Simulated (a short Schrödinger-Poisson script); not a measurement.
Structure: gated In0.52Al0.48As/In0.53Ga0.47As modulation-doped gas in a quantum well, at 300 K.

| layer | material | thickness (nm) | Nd (cm⁻³) | Na (cm⁻³) |
|---|---|---|---|---|
| 1 | In0.52Al0.48As | 10 | - | - |
| 2 | In0.52Al0.48As | 20 | 1.5e18 | - |
| 3 | In0.52Al0.48As | 2 | - | - |
| 4 | In0.53Ga0.47As | 15 | - | - |
| 5 | In0.52Al0.48As | 4000 | - | 9e14 |

Constants are typed, rounded textbook-type inputs, not results; the design itself was drawn at random and stands for no fabricated device. In0.52Al0.48As: permittivity 12.5, conduction-band edge (eV) 0.52, gap (eV) 1.45, electron mass (mₑ) 0.075, Nv at 300 K (cm⁻³) 1.1e19. In0.53Ga0.47As: permittivity 13.9, conduction-band edge (eV) 0, gap (eV) 0.74, Nv at 300 K (cm⁻³) 7.7e18.

Channel valleys (confinement mass, in-plane density-of-states mass, number): Γ 0.041, 0.041, 1. At the gate the conduction-band edge of layer 1 lies 0.65 eV − eVg above the Fermi level of the channel; the field vanishes at the back. The barrier under the gate holds no holes. Gaps are held at their typed values at every temperature. Mesh 0.08 nm at interfaces.

From a short Schrödinger-Poisson script (our own, NumPy): 1D Poisson equation in equilibrium, electrons quantum, Hartree plus LDA exchange-correlation (BenDaniel-Duke, 40 states a valley, the channel's in-plane mass for all, wave functions free to enter the barrier), parabolic valleys, classical holes, full ionisation, no traps, pinning or gate leakage.

The same stack at other levels of the model or other numerical settings:

| run | sheet density of all electrons at Vg = 0.4 V (cm⁻²) | sheet density of all electrons at Vg = -0.6 V (cm⁻²) | capacitance at Vg = 0.4 V (μF/cm²) | centroid of the channel electrons at Vg = 0.4 V (nm) | rough cost against the base |
|---|---|---|---|---|---|
| base | 1.93e12 | 1.69e11 | 0.338 | 5.45 | about 1 |
| electrons treated as classical, Boltzmann | 2.14e12 | 1.97e11 | 0.342 | 3.04 | 0.01 |
| electrons treated as classical, Fermi-Dirac | 1.95e12 | 1.87e11 | … | 5.18 | 0.07 |
| electrons treated as quantum, Hartree | 1.91e12 | 1.60e11 | 0.338 | … | 0.7 |
| mesh six times as coarse | 1.93e12 | 1.69e11 | 0.338 | … | 0.2 |
| one subband a valley | 1.89e12 | 1.67e11 | 0.290 | 5.00 | 0.2 |

Question: Fill in the missing entries.

Answer: 
- mesh six times as coarse, centroid of the channel electrons at Vg = 0.4 V (nm): 5.43
- electrons treated as quantum, Hartree, centroid of the channel electrons at Vg = 0.4 V (nm): 5.52
- electrons treated as classical, Fermi-Dirac, capacitance at Vg = 0.4 V (μF/cm²): 0.352

The classical rows ignore confinement, and Boltzmann statistics overrate the density once the band edge passes the Fermi level.
